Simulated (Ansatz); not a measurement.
# hypothetical CsCl type SiGe with two functionals, biaxial strain +1.31 %, plane normal [111], relaxed out of plane

Take SiGe in the CsCl type structure (space group Pm-3m, No. 221; a = 3.245 Å; a hypothetical phase, not in the database extracts checked; relaxed with 0.1 eV smearing) as the base. Axes: x, y, z lie along the cube axes.

(Cell as relaxed with PBE.)

Levels (all Ansatz, a first-principles code, PAW): PBE (420 eV, without spin-orbit coupling); PBEsol (420 eV, scalar-relativistic without spin-orbit coupling).

Each level relaxes its own structure.

| base | PBE | PBEsol |
|---|---|---|
| volume per atom | 17.08 Å³ | 16.39 Å³ |
| lattice parameter a | 324.5 pm | 320.0 pm |
| band gap | zero | zero |

Now apply this change: tensile biaxial strain of 1.31 % in the plane normal to [111], as in epitaxy on a mismatched substrate; the out-of-plane cell vector and the atoms relax.

```tsv
quantity	PBE	PBEsol
out-of-plane strain	-1.59 %	[?]
energy relative to the base (free energy F)	+1.1 meV/atom	[?]
```

Predict the PBEsol column.


- out-of-plane strain, PBEsol: -1.46 %
- energy relative to the base (free energy F), PBEsol: +1.6 meV/atom

PBE's out-of-plane strain lies 0.13 % below PBEsol's; PBE's energy relative to the base lies 0.5 meV/atom below PBEsol's. Neither level is exact; PBEsol is the comparison here, not a measurement.

Stability against distortions was not tested. All final runs are without spin polarisation.
